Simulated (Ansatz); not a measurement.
InSe (C2/m, No. 12, 4 atoms in the cell; start mp-21405; a measured phase of this formula has another space group) was calculated with dielectric-dependent PBEsol hybrid in Ansatz (plane waves, PAW).

Numerical settings: plane-wave cutoff 460 eV, 6×6×6 k mesh, Fermi–Dirac smearing 0.01 eV, scalar-relativistic PAW data made under PBE.

Cell (relaxed with PBEsol):

Space group C2/m (No. 12); a = 11.750 Å, b = 4.110 Å, c = 4.564 Å, α = γ = 90.00°, β = 110.64°

| atom | site | symmetry | x | y | z |
|---|---|---|---|---|---|
| In | 4i | m | 0.3858 | 0.5000 | 0.0292 |
| Se | 4i | m | 0.3452 | 0.0000 | 0.3625 |
(The calculation used a cell of 4 atoms; values per cell refer to that cell.)

Task: What does this level give for the band gap, smallest direct gap on the k points sampled and direct gap at Γ?

Result: 
- band gap = 1.07 eV
- smallest direct gap on the k points sampled = 1.43 eV
- direct gap at Γ = 4.62 eV

Note: cell and atoms aren't relaxed at this level (largest force component 0.11 eV/Å, pressure -0.4 GPa).

Spin–orbit coupling is not included.

The computed numbers hold no vibrational or temperature effects.

It cost very roughly 7 core-minutes of CPU time.

A start named mp-… is a Materials Project structure, which need not be a measured phase.

Ansatz is a first-principles code.
